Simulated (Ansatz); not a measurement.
Cl interstitial in alpha quartz (start: void with 6O2Si nearest; 72-site cell, 2×2×2 Γ-centred sampling). Computed with PBE, PAW (plane waves to 420 eV; Ansatz, an electronic-structure program). Total energies of the localised charge states, counted from that of charge +1, and their image corrections (point charge with alignment); the host's valence-band maximum lies at 1.990 eV on the cells' energy zero and its gap is 5.68 eV.

| charge | moment (μB) | E − E(first) (eV) | correction (eV) |
|---|---|---|---|
| +1 | not spin-polarised | 0.000 | 0.632 |
| 0 | 1.0 | 4.176 | 0.000 |
| −1 | not spin-polarised | 7.885 | 0.139 |

Derive the transition levels above the valence-band maximum and say which of them are thermodynamic.

A level is the Fermi energy at which two charges have equal formation energy: ε(q/q′) = [E(q′) + corr(q′) − E(q) − corr(q)] / (q − q′) − E_VBM.
ε(+1/0) = [(4.176 + 0.000) − (0.000 + 0.632)] / 1 − 1.990 = 1.55 eV
ε(0/−1) = [(7.885 + 0.139) − (4.176 + 0.000)] / 1 − 1.990 = 1.86 eV
Thermodynamic levels at least 0.1 eV inside the gap: (+1/0) at 1.55 eV; (0/−1) at 1.86 eV. They hold to tenths of an eV in this cell. Only the charges listed were compared. The geometries come from one start. Flagged in the runs: a doubtful potential alignment, a host whose relaxation on this sampling wasn't shown to rest, a strain field that reaches the edge of the cell.
